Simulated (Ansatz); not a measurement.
Reference: MgS (Fm-3m), PBEsol, rigid bands (plane waves, PAW, scalar-relativistic; Ansatz, a first-principles code); geometry: cell and atoms relaxed with PBEsol.

```
MgS
1.0
    0.00000     2.59084     2.59084
    2.59084     0.00000     2.59084
    2.59084     2.59084     0.00000
Mg S
1 1
Direct
  0.00000   0.00000   0.00000
  0.50000   0.50000   0.50000
```

| Quantity | Value |
|---|---|
| band gap | 2.73 eV |
| electron conductivity mass | 0.35 mₑ |
| hole conductivity mass | 1.00 mₑ |
| Seebeck coefficient, n-type 1e19 cm⁻³ | -261 μV/K |

**Question.** Replace S by O on the same sites and relax. What happens?

**Answer.** MgO (Fm-3m): volume per atom 17.4 to 9.4 Å³; band gap rises (2.73 eV to 4.62 eV); electron conductivity mass stays about the same (0.35 mₑ to 0.35 mₑ); hole conductivity mass rises (1.00 mₑ to 2.3 mₑ); Seebeck coefficient, n-type 1e19 cm⁻³ falls in size (-261 μV/K to -171 μV/K).

Moves up to 5 % count as about the same. Masses are for dilute carriers at 300 K, harmonic means over directions unless an axis is named. Seebeck coefficients are for the stated density at 300 K, with one relaxation time for all states and whether or not that doping can be reached. Spin-orbit coupling is left out.
